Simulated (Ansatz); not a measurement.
# A computed series for HgTe: response to strain

Start from HgTe in the zinc blende structure (space group F-43m, No. 216; a = 6.573 Å).

Strains are applied to the cell and any free atomic positions relax.

Method: DFT with r2SCAN, PAW potentials and a 500 eV plane-wave cutoff in Ansatz (an electronic-structure program), without spin-orbit coupling.

Notes on the quantities. energy relative to the base: free energy F.

| isotropic strain (%) | energy relative to the base (meV/atom) |
|---|---|
| -3 | 40.8 |
| -2.5 | ? |
| -2 | 17.4 |
| -1.5 | 9.6 |
| -1 | 4.2 |
| -0.5 | 1.0 |
| 0 | 0.0 |

Q: Fit ΔE = Aε² + Bε³ (ε in %) to the rows shown and predict the withheld row.

A: Least squares on the printed values gives A = 3.99 and B = -0.18 meV/atom (largest residual 0.0 meV/atom); this predicts 27.8 meV/atom, and the run gives 27.7 meV/atom, in agreement.

Whether these cells are dynamically stable was not tested. The final runs are not spin-polarised.
